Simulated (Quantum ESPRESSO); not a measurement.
## How far to go with the plane-wave cutoff: BW2 (I4, 6 atoms in the cell)

```xyz
6
Lattice="2.7697 -2.7697 2.3710 2.7697 2.7697 2.3710 -2.7697 -2.7697 2.3710" Properties=species:S:1:pos:R:3 pbc="T T T"
B      0.0000     0.0000     1.2355
B      0.0000     0.0000     3.5565
W     -0.9434     1.8263     2.3710
W     -1.8263     0.9434     0.0000
W     -1.8263    -0.9434     2.3710
W     -0.9434     3.7131     0.0000
```

Level of theory: PBEsol, GBRV 1.5 ultrasoft (PBESOL) pseudopotentials (plane waves; Quantum ESPRESSO).

Base settings: ecutwfc = 40 Ry; ecutrho = 320 Ry; occupations = smearing; smearing = gauss; degauss = 0.0073499 Ry; potentials = {B: b_pbesol_v1.4.uspp.F.UPF, W: w_pbesol_v1.2.uspp.F.UPF}; K_POINTS = automatic 3 3 3 0 0 0; conv_thr = 1e-09 Ry.

Moved along: ecutrho.

The second cell is the first with its lattice scaled by 0.98.

The mesh stays at the base's, so the ladder's end is converged at best in this setting alone.

Only quantities that move along the ladder and can be compared are tabulated.

The count of work is k-points × plane waves × bands × iterations; it is no time. 

The starting cell comes from a database of computed structures (which also holds hypothetical and non-ambient phases and stackings), without a prior relaxation at this level. Its lattice was rescaled by up to half a per cent. One atom was moved a little off its site on purpose. Spin polarisation is off. In the base run, with a pressure of about -4 GPa the cell is away from its equilibrium volume at this level. Without a gap this mesh is coarse (it stands for a supercell whose shortest vector is 14 Å).

| ecutwfc | free energy less the last step's (meV/atom) | energy of the compressed cell less the first (meV/atom) | pressure (GPa) | largest difference of a force vector from the last step's (eV/Å) | count of work / last |
|---|---|---|---|---|---|
| 14 Ry | 11065.16 | 369.91 | -470.30 | 0.177 | 0.047 |
| 16 Ry | 5299.50 | 206.19 | -278.68 | 0.456 | 0.062 |
| 18 Ry | 2453.32 | 95.34 | -156.03 | 0.232 | 0.082 |
| 20 Ry | 1047.63 | 78.57 | -77.58 | 0.038 | 0.095 |
| 22 Ry | 466.77 | 61.55 | -35.46 | 0.037 | 0.11 |
| 24 Ry | 245.85 | 48.13 | -14.19 | 0.012 | 0.13 |
| 28 Ry | 155.22 | 48.04 | -1.67 | 0.004 | 0.16 |
| 32 Ry | 137.64 | 47.18 | -2.72 | 0.004 | 0.19 |
| 36 Ry | 100.35 | 46.97 | -4.26 | 0.003 | 0.23 |
| 40 Ry | 58.26 | 46.66 | -4.08 | 0.006 | 0.27 |
| 44 Ry | 29.01 | 46.83 | -2.96 | 0.002 | 0.31 |
| 48 Ry | 14.12 | 46.76 | -1.87 | 0.000 | 0.35 |
| 60 Ry | 6.89 | 46.58 | -0.95 | 0.000 | 0.49 |
| 80 Ry | 0.97 | 46.48 | -1.05 | 0.000 | 0.76 |
| 96 Ry | 0.00 | 46.49 | -0.91 | 0.000 | 1.0 |

Coarsest ecutwfc that holds the pressure within 0.5 GPa of the last step, with all finer ones: 60 Ry; the step before is off by 0.95 GPa.

Coarsest ecutwfc that holds the energy of the compressed cell less the first within 0.2 meV/atom of the last step, with all finer ones: 60 Ry; the step before is off by 0.27 meV/atom.

Coarsest ecutwfc that holds the forces within 0.01 eV/Å of the last step, with all finer ones: 28 Ry, at 0.16 of the last step's count of work; the step before is off by 0.012 eV/Å.

The energy difference between the two cells stays within 1 meV/atom of the last step's from 32 Ry on, the total only from 80 Ry on: much of the error is common to both cells and cancels.

Two neighbours can agree and both be off: 24 Ry and 28 Ry differ by 0.09 meV/atom in the energy of the compressed cell less the first, yet lie about 1.6 meV/atom from the last step.

At the lowest cutoff the pressure lies 469 GPa under the last step's, the usual sign of Pulay stress in an incomplete plane-wave basis.
